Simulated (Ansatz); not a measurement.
Results of r²SCAN0 in Ansatz (PAW) for NaF (model structure, started from the NiAs type, P6₃/mmc, No. 194, 4 atoms in the cell).

Numerical settings: plane-wave cutoff 520 eV, 9×9×4 k mesh (along the axes of the cell as run), Fermi–Dirac smearing 0.01 eV, scalar-relativistic PAW data made under PBE.

Cell (relaxed with PBEsol):

```
NaF
1.0
    3.20152     0.00000     0.00000
   -1.60076     2.77260     0.00000
    0.00000     0.00000     5.61390
Na F
2 2
Direct
  0.00000   0.00000   0.00000
  0.00000   0.00000   0.50000
  0.33333   0.66667   0.25000
  0.66667   0.33333   0.75000
```

### Question
Estimate the band gap that the calculation returns.

### Answer

* **band gap**: 9.68 eV (on the SCF k mesh)

Note: the relaxation could raise the start's symmetry but not lower it, so the cell can be a saddle point; cell and atoms aren't relaxed at this level (pressure -2.2 GPa).

Static lattice: no zero-point or thermal effects.

Computing time: roughly 90 core-seconds.

A model structure was made by putting elements into a prototype or built by hand; it is no filed structure, need not be a known phase, and can be a saddle point held by its symmetry.

Ansatz is an electronic-structure program.
